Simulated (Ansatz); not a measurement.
The reference is Cs3Bi (space group Fm-3m, No. 225; a = 9.368 Å; a model cell, its experimental status unchecked). Axes: x, y, z lie along the cube axes.

Calculations: r2SCAN in Ansatz (plane waves to 500 eV, PAW, no SOC).

It is then changed as follows: tensor shear ε_xy = +3.28 % (engineering shear γ = 0.0656), atoms relaxed at fixed cell.

Q: Predict the stress tensor and what it implies for the stiffness.

A: Stress of the strained cell less that of the base (GPa, compression positive):
```
   0.06   -0.65    0.00
  -0.65    0.06    0.00
   0.00    0.00    0.08
```

Then −Δσ/γ with γ = 2ε = 0.0656 gives secant stiffness values (nonlinear terms included at this strain): C66 ≈ 9.9 GPa.

As a check, the harmonic strain energy −½ V₀ Δσ:ε is 6.9 meV/atom; the computed energy rise is 6.8 meV/atom.

Stability against distortions was not tested.

Ansatz is a quantum-chemistry and plane-wave program.
